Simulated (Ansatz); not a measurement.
The starting structures come from a database of crystals and need not be the phases stable at ambient conditions.

 Where the default PAW files enter, the runs use the earlier of Ansatz's two default sets.

By PBEsol, the system below comes out a metal.

Consider the following.

```
Ta
1.0
    2.89092     0.00000     0.00000
   -1.44546     2.50361     0.00000
    1.44546     0.83454     2.36042
Ta
1
Cartesian
  0.00000   0.00000   0.00000
```

Space group of this cell: Fm-3m, fcc (Cu type). The cell is strained (all lengths scaled by 0.98); by PBEsol its mean pressure is 14.5 GPa.

The current flows along the normal of the first two printed cell vectors, the (111) plane of the conventional cell. No spin-orbit coupling; the value is a mean over 0.1 eV about the Fermi level.

Q: State the ballistic conductance per area according to PBEsol (Ansatz, a first-principles code).

A: 1.6 × 10¹⁵ S/m² for both spins.
